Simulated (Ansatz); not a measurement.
Input and output of a self-consistent single point for HfCo7 (Cmmm, 8 atoms in the cell) (Ansatz, a quantum-chemistry and plane-wave program).

Level of theory: PBEsol, default PAW files made with PBE (plane waves; Ansatz).

```
CELL_PARAMETERS angstrom
      3.65731    -3.68685     0.00000
      3.65731     3.68685     0.00000
      0.00000     0.00000     3.56148
ATOMIC_POSITIONS crystal
  Hf 0.50000 0.50000 0.50000
  Co 0.00000 0.00000 0.50000
  Co 0.23284 0.23284 0.00000
  Co 0.76716 0.76716 0.00000
  Co 0.76874 0.23126 0.00000
  Co 0.23126 0.76874 0.00000
  Co 0.00000 0.50000 0.50000
  Co 0.50000 0.00000 0.50000
```

Reference input (self-consistent single point, DFT, PBEsol, plane waves, default PAW files made with PBE): kpoints.mp_grid.grid = 7 7 10; hamiltonian.xc = pbesol; hamiltonian.pseudopotentials = {kind: paw} (the program's default PAW files); scf.occupations.method = fermi_dirac; scf.occupations.width = 0.136 eV. This run's input differs from it in these lines:

Ansatz 0.2 input:
```diff
@@ -21,3 +21,3 @@
 scf:
-  occupations: { method: fermi_dirac, width: 0.136 }
+  occupations: { method: fermi_dirac, width: 0.05 }
 output:
```

Log, with long lists cut:

```
SCF iter   1: F=—  HF=-51248.464643 eV  |F-HF|=—  |Δ(HF+E_count)|=         —  Δρ=3.34e-2  dr2=7.69e-1  ethr=1.77e-3  ⟨swp⟩=4.0  Hψ=23365  notcnv=0  defer=116
all-band conjugate gradients solve this SCF's bands
preconditioner: auto → Kerker (q_TF=auto, 2.922 Å⁻¹)
SCF iter   2: F=—  HF=-51248.396964 eV  |F-HF|=—  |Δ(HF+E_count)|=   6.77e-2  Δρ=1.02e-2  dr2=9.90e-2  ethr=5.30e-4  ⟨swp⟩=2.0  Hψ=10342  notcnv=0  defer=334
   [... lines left out ...]
SCF iter   6: F=—  HF=-51248.389068 eV  |F-HF|=—  |Δ(HF+E_count)|=   6.92e-6  Δρ=1.82e-4  dr2=2.82e-5  ethr=1.40e-7  ⟨swp⟩=2.1  Hψ=14048  notcnv=0  defer=334
SCF iter   7: F=—  HF=-51248.388872 eV  |F-HF|=—  |Δ(HF+E_count)|=   1.97e-4  Δρ=9.09e-5  dr2=5.54e-6  ethr=1.94e-8  ⟨swp⟩=1.5  Hψ=8586  notcnv=0  defer=334
SCF iter   8: F=—  HF=-51248.388871 eV  |F-HF|=—  |Δ(HF+E_count)|=   3.33e-7  Δρ=4.64e-5  dr2=8.97e-7  ethr=3.82e-9  ⟨swp⟩=2.2  Hψ=13760  notcnv=0  defer=334
SCF iter   9: F=-51248.388871 eV  HF=-51248.388871 eV  |F-HF|=4.61e-8  |Δ(HF+E_count)|=   2.95e-7  Δρ=1.16e-5  dr2=6.25e-8  ethr=6.90e-11  ⟨swp⟩=8.4  Hψ=36994  notcnv=0
SCF 1 converged in 9 iterations: F = -51248.388871 eV  dr2 = 6.25e-8
Free energy (F): -51248.388871 eV
Internal energy: -51248.244621 eV  (E = F + TS)
E sigma→0 (E₀):  -51248.316746 eV
Entropy (-TS):   -0.144250 eV (-18.031 meV/atom)
Fermi energy:    18.949420 eV
--- Forces (eV/Å), atoms counted from 1 ---
  atom   1  Hf     0.00000000     0.00000000     0.00000000
  atom   2  Co    -0.00000000     0.00000000     0.00000000
  atom   3  Co    -0.45989493     0.00000000     0.00000000
  atom   4  Co     0.45989493     0.00000000     0.00000000
  atom   5  Co     0.00000000    -0.36939626     0.00000000
  atom   6  Co     0.00000000     0.36939626     0.00000000
  atom   7  Co     0.00000000     0.00000000     0.00000000
  atom   8  Co     0.00000000     0.00000000     0.00000000
--- Stress (GPa, compression-positive) ---
      -16.619758       0.000000       0.000000
        0.000000     -17.810510       0.000000
        0.000000       0.000000     -15.186763
  P = ⅓ Tr σ = -16.5390 GPa (-165.390 kbar)
  The stress holds the Pulay correction. Without it, at fixed plane waves, as pw.x and ABINIT print it: P = -16.6976 GPa
```

The run converged in 9 iterations. Against the reference run the free energy goes up by 56.3 meV/atom, the pressure goes from -15.46 to -16.54 GPa and the largest force goes from 0.399 to 0.460 eV/Å.

The starting cell comes from a database of computed structures (which also holds hypothetical and non-ambient phases and stackings), without a prior relaxation at this level. Spin polarisation is off. With a pressure of about -17 GPa the cell is away from its equilibrium volume at this level. Ansatz's pressure includes its estimate of the finite-basis (Pulay) stress.

Cost on one core of a shared machine: roughly 50 s.
